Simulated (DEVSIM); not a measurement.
System: abrupt Si n-p junction, at 300 K.

Layer 1 from the left is Si, thickness (μm) 17.0, Nd (cm⁻³) 2.9e15, τn (s) 1.2e-7, τp (s) 1.2e-7. Layer 2 from the left is Si, thickness (μm) 31.0, Na (cm⁻³) 5.1e16, τn (s) 1.2e-7, τp (s) 1.2e-7.

Left contact: ohmic. Right contact: ohmic. Voltage is applied to the left contact. Recombination: SRH at mid-gap, Auger. Mobility is constant in doping.

The device is made up for the run: typed textbook-type constants, with dimensions and the other settings drawn at random. Values at 300 K.

Si: gap (eV) 1.124, affinity (eV) 4.05, permittivity 11.7, Nc (cm⁻³) 2.86e19, Nv (cm⁻³) 3.1e19, μn (cm²/Vs) 1417, μp (cm²/Vs) 470, Cn (cm⁶/s) 2.8e-31, Cp (cm⁶/s) 9.9e-32.

Problem. Estimate by hand the built-in potential, the peak field at zero bias, the capacitance at 6 V, and compare with a numerical solution.

Solution. 
- Built-in potential: ni = √(Nc Nv) exp(−Eg/2kT) = 1.08e10 cm⁻³ with Eg = 1.124 eV; Vbi = kT/q ln(Na Nd/ni²) = 0.721 V; numerical 0.721 V.
- Peak field at zero bias: depletion approximation: W = √(2εVbi/(qN)) = 0.583 μm with N = 2.74e15 cm⁻³; field = 2Vbi/W = 24700 V/cm; numerical 24600 V/cm (estimate above by 0.53 %).
- Capacitance at 6 V: C = √(qεN / 2(Vbi + |V|)) = 5.82 nF/cm²; numerical 5.84 nF/cm².

Simulated with DEVSIM: 1D drift-diffusion, Boltzmann statistics, complete ionisation; no tunnelling, impact ionisation, image-force lowering or self-heating.
